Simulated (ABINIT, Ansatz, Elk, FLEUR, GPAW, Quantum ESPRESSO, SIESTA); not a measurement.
# One structure in several programs: CaZrN2 (R-3m, 4 atoms in the cell)

Self-consistent single point.

```yaml
crystal:
  lattice:
    - [1.66753, 0.96275, 5.64201]
    - [-1.66753, 0.96275, 5.64201]
    - [0.00000, -1.92550, 5.64201]
  atoms:
    - { symbol: Ca, position: [0.00000, 0.00000, 0.00000] }
    - { symbol: Zr, position: [0.50000, 0.50000, 0.50000] }
    - { symbol: N, position: [0.23812, 0.23812, 0.23812] }
    - { symbol: N, position: [0.76188, 0.76188, 0.76188] }
```

Shared settings, as Ansatz (a program for electronic structure) writes them: kpoints.mp_grid.grid = 6 6 6; scf.occupations.method = fermi_dirac; scf.occupations.width = 0.0037 Ry. Potentials and cutoffs stand in the table.

```csv
code,model,largest force (eV/Å),gap on the mesh (eV),cutoff
ABINIT,"PBEsol, norm-conserving pseudopotentials (PseudoDojo nc-sr-04 PBEsol standard)",0.132,0.422,42 Ha
Elk,"PBEsol, all-electron FP-LAPW, Elk's shipped species files, APW+lo basis with extra local orbitals",–,0.420,rgkmax 8
Quantum ESPRESSO,"PBEsol, GBRV 1.5 ultrasoft (PBESOL) pseudopotentials",0.151,0.422,40 Ry
SIESTA,"GGA PBEsol, numerical atomic orbitals DZP, PseudoDojo PBEsol standard norm-conserving potentials (rewritten from UPF to PSML)",0.014,0.989,grid 300 Ry
GPAW,"PBEsol, GPAW PAW datasets PBEsol (made by gpaw-setup)",0.237,0.440,950 eV
FLEUR,"PBEsol, all-electron FLAPW (FLEUR), scalar-relativistic valence",0.188,0.446,Kmax 4.2 1/bohr
Ansatz,"PBEsol, PAW files made with PBE",0.141,0.417,default
```

A dash marks a value that a program does not give, or that is left out as unsure.

Gaps are read on the mesh.

The spread over the programs that give each value: largest force within 0.223 eV/Å; gap on the mesh within 0.572 eV.

SIESTA uses small atom-centred bases, whose incompleteness enters pressures, forces and empty levels differently from a plane-wave cutoff. Elk and FLEUR treat all electrons, but the usual bases taken here (sphere radii, linearisation, local orbitals, empty states) were not tested for convergence, so the values are no reference for the others. In the pressure, SIESTA (by 5.72) lies more than 1 GPa from the median of the plane-wave programs. In the gap, SIESTA (by 0.567) lies more than 0.12 eV from the median of the plane-wave programs. In the force vectors, SIESTA (by 0.132) and GPAW (by 0.091) lie more than 0.08 eV/Å from the median of the plane-wave programs.

On the base mesh (8 8 8) the same programs gave: Ansatz pressure -7.61 GPa, gap on the mesh 0.423 eV; Quantum ESPRESSO pressure -7.45 GPa, gap on the mesh 0.427 eV; ABINIT pressure -7.42 GPa, gap on the mesh 0.428 eV; GPAW gap on the mesh 0.446 eV; Elk gap on the mesh 0.426 eV; FLEUR gap on the mesh 0.452 eV; SIESTA pressure -1.72 GPa, gap on the mesh 0.994 eV.

The starting cell comes from a database of computed structures (which also holds hypothetical and non-ambient phases and stackings), without a prior relaxation at this level. Its lattice was rescaled by a random factor within 2.5 % of one.

Left out of this page: CP2K (on another mesh).

Keys are those of Ansatz 0.2.
